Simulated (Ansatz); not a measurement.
B (model structure, started from the black-P type, Cmce, No. 64, 4 atoms in the cell) was calculated with PBEsol (PAW; Ansatz, a program for electronic structure).

Numerical settings: plane-wave cutoff 520 eV, 22×22×16 k mesh (along the axes of the cell as run), Fermi–Dirac smearing 0.05 eV, scalar-relativistic PAW data made under PBE.

Cell (relaxed at this level):

B has the orthorhombic space group Cmce (No. 64), Pearson symbol oS8. Lattice parameters: a = 2.9264 Å, b = 5.3063 Å, c = 3.2476 Å, α = β = γ = 90.00°. B on 8f has 7 B at 1.757–1.905 Å. (Neighbours: up to the widest gap in distance over summed covalent radii, below 1.35, at either atom.)
(The calculation used a cell of 4 atoms; values per cell refer to that cell.)

Q: Predict the bulk modulus.

A: 
bulk modulus: 270 GPa

The run finds no gap.

Note: the bulk modulus is −V dP/dV from two relaxed cells at ±2 % in volume; the relaxation could raise the start's symmetry but not lower it, so the cell can be a saddle point.

Static lattice: no zero-point or thermal effects.

A model structure was made by putting elements into a prototype or built by hand; it is no filed structure, need not be a known phase, and can be a saddle point held by its symmetry.
